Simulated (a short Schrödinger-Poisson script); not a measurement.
From a short Schrödinger-Poisson script (our own, NumPy): 1D Poisson equation in equilibrium, electrons quantum, Hartree (BenDaniel-Duke, 40 states a valley, the channel's in-plane mass for all, wave functions free to enter the barrier), parabolic valleys, classical holes, full ionisation, no traps, pinning or gate leakage.

Stack: gated In0.52Al0.48As/In0.53Ga0.47As modulation-doped gas in a quantum well, at 300 K.

From the gate side: 15 nm In0.52Al0.48As; 10 nm In0.52Al0.48As, donors 2.1e18 cm⁻³; 20 nm In0.52Al0.48As; 12 nm In0.53Ga0.47As; 4000 nm In0.52Al0.48As, acceptors 1e14 cm⁻³.

The device is made up for the run: typed textbook-type constants, with dimensions and the other settings drawn at random. In0.52Al0.48As: permittivity 12.5, conduction-band edge (eV) 0.52, gap (eV) 1.45, electron mass (mₑ) 0.075, Nv at 300 K (cm⁻³) 1.1e19. In0.53Ga0.47As: permittivity 13.9, conduction-band edge (eV) 0, gap (eV) 0.74, Nv at 300 K (cm⁻³) 7.7e18.

Channel valleys (confinement mass, in-plane density-of-states mass, number): Γ 0.041, 0.041, 1. At the gate the conduction-band edge of layer 1 lies 0.65 eV − eVg above the Fermi level of the channel; the field vanishes at the back. The barrier under the gate holds no holes. Gaps are held at their typed values at every temperature. Mesh 0.08 nm at interfaces.

**Question.** Give the centroid of the channel electrons at Vg = 0.4 V (nm); the sheet density of all electrons at Vg = 0.4 V (cm⁻²); the sheet density of all electrons at Vg = -0.1 V (cm⁻²).

**Answer.** centroid of the channel electrons at Vg = 0.4 V (nm): 5.22; sheet density of all electrons at Vg = 0.4 V (cm⁻²): 1.14e12; sheet density of all electrons at Vg = -0.1 V (cm⁻²): 4.35e11.
